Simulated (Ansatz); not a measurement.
**GaAs under a change: uniaxial strain ε_zz = +2.00 %**

Start from GaAs in the zinc blende structure (space group F-43m, No. 216; a = 5.667 Å). Axes: x, y, z lie along the cube axes.

Modification: uniaxial strain ε_zz = +2.00 %, all other strain components held at zero; the atoms relax in the strained cell.

The values are results of r2SCAN, PAW, 500 eV (Ansatz, an electronic-structure program; no spin-orbit coupling), not measurements. k-mesh 10×10×10 (Γ-centred); smearing 0.05 eV (Fermi–Dirac).

```json
[
 {"quantity": "volume per atom", "base": "22.75 Å³", "changed": "23.20 Å³", "shift": "+0.45 Å³"},
 {"quantity": "space group", "base": "F-43m (No. 216)", "changed": "I-4m2 (No. 119)", "shift": "–"},
 {"quantity": "shortest interatomic distance", "base": "245.4 pm", "changed": "247.0 pm", "shift": "+1.6 pm"},
 {"quantity": "energy relative to the base (free energy F)", "base": "0 meV/atom", "changed": "+3.3 meV/atom", "shift": "+3.3 meV/atom"},
 {"quantity": "pressure (mean of the normal stresses, compression positive)", "base": "0.0 kbar", "changed": "-13.7 kbar", "shift": "-13.7 kbar"},
 {"quantity": "band gap", "base": "0.96 eV", "changed": "0.76 eV", "shift": "-0.20 eV"},
 {"quantity": "gap character", "base": "direct at Γ", "changed": "direct at Γ", "shift": "–"},
 {"quantity": "electron mass", "base": "0.051 mₑ (at Γ)", "changed": "0.046 mₑ along z, 0.042 mₑ across (at Γ)", "shift": "–"},
 {"quantity": "valence-band top at Γ (three highest levels, from the VBM)", "base": "0.00, 0.00, 0.00 eV", "changed": "0.00, 0.00, -0.12 eV", "shift": "–"},
 {"quantity": "valley order (the lowest conduction-band minima on the path, energy above the VBM, named in the base's zone)", "base": "Γ 0.96 eV; L along ⟨111⟩ 1.35 eV; a point along ⟨100⟩, about 1.0 Å⁻¹ from Γ 1.72 eV", "changed": "Γ 0.76 eV; L along [111] 1.25 eV; a point along [010], about 1.0 Å⁻¹ from Γ 1.65 eV; a point along [001], about 1.0 Å⁻¹ from Γ 1.82 eV", "shift": "–"},
 {"quantity": "stress (xx, yy, zz, yz, xz, xy; compression positive)", "base": "–", "changed": "(-0.91, -0.91, -2.28, 0.00, 0.00, 0.00) GPa", "shift": "–"}
]
```

Final structure:

```
CELL_PARAMETERS angstrom
      0.00000     2.83335     2.89001
      2.83335     0.00000     2.89001
      2.83335     2.83335     0.00000
ATOMIC_POSITIONS crystal
  Ga 0.00000 0.00000 0.00000
  As 0.25000 0.25000 0.25000
```

Cost of the whole job for the changed cell (relaxation, final SCF and bands): about 21 core-seconds (a rough figure).

Effective masses come from finite differences of ±0.01 Å⁻¹. Stability against distortions was not tested. k-point labels follow each cell's own Brillouin zone.
